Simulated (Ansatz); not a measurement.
Carrier properties of Cu₂O (Pn-3m)

Input:

```
Cu2O
1.0
    4.22266     0.00000     0.00000
    0.00000     4.22266     0.00000
    0.00000     0.00000     4.22266
Cu O
4 2
Direct
  0.25000   0.25000   0.75000
  0.25000   0.75000   0.25000
  0.75000   0.75000   0.75000
  0.75000   0.25000   0.25000
  0.50000   0.50000   0.50000
  0.00000   0.00000   0.00000
```

The numbers are results of PBEsol with spin-orbit coupling, rigid bands (plane waves, PAW; Ansatz, a first-principles code), not measurements. Cell: cell and atoms relaxed with PBEsol.

```
Item                                                                                                                                                          Result
---------------------------------------------------------------------------------------------------------------------------------------  ---------------------------
band gap                                                                                                                                                     0.47 eV
electron conductivity mass (300 K, dilute)                                                                                                                   0.97 mₑ
hole conductivity mass (300 K, dilute)                                                                                                                       1.16 mₑ
effective density of states N_c (300 K)                                                                                                                  2.4e19 cm⁻³
effective density of states N_v (300 K)                                                                                                                  1.7e19 cm⁻³
density-of-states mass, electrons                                                                                                                            0.98 mₑ
density-of-states mass, holes                                                                                                                                0.77 mₑ
Seebeck coefficient, n-type 1e19 cm⁻³, 300 K                                                                                                               -293 μV/K
best n-type power factor at 300 K for τ = 10 fs (best axis; densities from 1e16 to 1e21 cm⁻³ tried, whether or not they can be reached)  4.1 μW/(cm·K²) at 1e20 cm⁻³
Seebeck coefficient, p-type 1e19 cm⁻³, 300 K                                                                                                                307 μV/K
```

Rigid bands; masses and Seebeck coefficients take one relaxation time τ for all states and one kind of carrier; polarons and phonon drag are left out.
